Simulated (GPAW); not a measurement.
A working GPAW input for MnAuO2 (C2/m, 4 atoms in the cell) (DFT PBEsol+U, plane waves, GPAW PAW datasets PBEsol (made by gpaw-setup)):

```python
from ase import Atoms
from ase.units import GPa
from gpaw import GPAW

atoms = Atoms(['Mn', 'Au', 'O', 'O'],
              cell=[[2.802915, -1.465595, 0.000000],
                    [2.802915, 1.465595, 0.000000],
                    [-1.421965, 0.000000, 6.127388]],
              scaled_positions=[[0.500000, 0.500000, 0.500000],
                                [0.000000, 0.000000, 0.000000],
                                [0.099180, 0.099180, 0.335670],
                                [0.900820, 0.900820, 0.664330]],
              pbc=True)

atoms.set_initial_magnetic_moments([4.0, 0.0, 0.0, 0.0])

calc = GPAW(spinpol=True,
            mode={'name': 'pw', 'ecut': 900},
            xc='PBEsol',
            setups={'Mn': ':d,3.9'},
            kpts=(5, 5, 3),
            occupations={'name': 'methfessel-paxton', 'width': 0.1, 'order': 1},
            nbands=-12,
            convergence={'density': 1e-05},
            symmetry={'symmorphic': False, 'tolerance': 0.0005},
            maxiter=150)

atoms.calc = calc

energy = atoms.get_potential_energy()
print('Energy (eV):', round(energy, 6))
forces = atoms.get_forces()
print('Forces (eV/Ang):')
print(forces.round(5))
stress = atoms.get_stress()
print('Stress (GPa, Voigt):', (stress / GPa).round(4))
```

The run converged in 33 iterations: free energy E − TS (from the program's reference atoms) -27.8675 eV; largest force (vector length) 0.215 eV/Å; size of the cell's spin moment 4.00 μB; site moments (μB, in the program's spheres or projections) Mn 3.87, Au -0.01, O -0.01, O -0.01. Each of these slips is then made, one at a time:

(1)
```diff
-atoms.set_initial_magnetic_moments([4.0, 0.0, 0.0, 0.0])
+atoms.set_initial_magnetic_moments([4.0, 0.0, 0.0])
-            nbands=-12,
-            convergence={'density': 1e-05},
+            nbands=-8,
+            convergence={'density': 1e-05, 'bands': -6},
```

(2)
```diff
-atoms = Atoms(['Mn', 'Au', 'O', 'O'],
+atoms = Atoms(['Mn', 'Au', 'O', 'O', 'O'],
-                                [0.900820, 0.900820, 0.664330]],
+                                [0.900820, 0.900820, 0.664330],
+                                [0.025283, 0.120719, 0.330452]],
-atoms.set_initial_magnetic_moments([4.0, 0.0, 0.0, 0.0])
+atoms.set_initial_magnetic_moments([4.0, 0.0, 0.0, 0.0, 0.0])
-            nbands=-12,
-            convergence={'density': 1e-05},
+            nbands=-8,
+            convergence={'density': 1e-05, 'bands': -6},
```

### Question
How does each altered input end?

### Answer

(1) A list of moments of the wrong length. The program stopped before any SCF iteration, with the message: ValueError: Array "initial_magmoms" has wrong length: 3 != 4..

(2) One atom entered twice. The run converged in 54 iterations without an error; against the sound input the largest force goes from 0.215 to 1034 eV/Å and the size of the net moment goes from 1.00 to 0.67 μB/atom.

The starting cell comes from a database of computed structures (which also holds hypothetical and non-ambient phases and stackings), without a prior relaxation at this level. With one magnetic atom in the cell only a parallel order is possible. With U or open f shells several self-consistent states can exist.

Left out of this page: 5 runs of the series outside the window shown, repeating another row's setting, or not comparable.
